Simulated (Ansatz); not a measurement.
Results of PBEsol (Ansatz, a first-principles code, PAW) for TiOF2 (within 0.1 Å of P4₁, No. 76, 16 atoms in the cell; start mp-753858).

Run with plane-wave cutoff 520 eV, 8×4×8 k mesh (along the axes of the cell as run), Fermi–Dirac smearing 0.01 eV, no spin polarisation, scalar-relativistic PAW data made under PBE.

Cell (relaxed with PBE-D3(BJ)):

```xyz
16
Lattice="5.1446 0.0000 0.0989 0.0000 9.2042 0.0000 -0.0870 0.0000 5.1453" Properties=species:S:1:pos:R:3 pbc="T T T"
Ti     0.6421     4.1654     5.7386
Ti     4.4156     8.7675    -0.4943
Ti     1.9421     1.8646     3.3505
Ti     3.1155     6.4667     1.8937
O      3.1327     0.8244     4.2668
O      1.9249     5.4265     0.9774
O      1.5575     3.1243     4.5482
O      3.5001     7.7264     0.6961
F      0.5710     0.6169     3.2021
F      4.4867     5.2190     2.0422
F      4.4835     4.6572     4.7190
F      0.5741     9.2593     0.5252
F      4.4685     7.5234     3.2754
F      0.5892     2.9213     1.9689
F      3.0584     2.3553     2.0455
F      1.9992     6.9575     3.1988
```

Question: Give the computed band gap, smallest direct gap on the k points sampled and direct gap at Γ.

Answer: 
* **band gap**: 3.74 eV (indirect)
* **smallest direct gap on the k points sampled**: 3.77 eV
* **direct gap at Γ**: 3.83 eV

Note: cell and atoms aren't relaxed at this level (largest force component 0.28 eV/Å, pressure -2.0 GPa).

A start named mp-… is a Materials Project structure, which need not be a measured phase.
